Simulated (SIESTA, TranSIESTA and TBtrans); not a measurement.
Run with TranSIESTA and TBtrans (open boundaries, self-consistent; PseudoDojo norm-conserving potentials, scalar-relativistic): Spin polarized, PAO.BasisSize DZP, PAO.EnergyShift 0.15 eV, XC.Authors PBE, Mesh.Cutoff 200 Ry, ElectronicTemperature 300 K, TS.Voltage 0.0 eV, TBT.Elecs.Eta 0.001 eV.

Junction: Ru chain with one N atom inserted. Leads: straight Ru chain, spacing 2.25 Å. Geometry: 3 atoms about the centre moved by SIESTA (PBE, DZP) to a largest force of 0.00 eV/Å, all others as built, motion along the axis alone.

Task: Give the largest eigenchannel transmissions at the Fermi level (four at most) and the total.

Result: Up: 1.00, 1.00, 0.94, 0.013 (total 2.95); down: 0.93, 0.93, 0.90, 0.013 (total 2.79). The magnetic order of the leads was set by the start, and no other order was tried; the separate lead runs end at 1.33 (left) and 1.33 (right) μB an atom. The straight chain is held at its spacing; free chains may zigzag or dimerise.
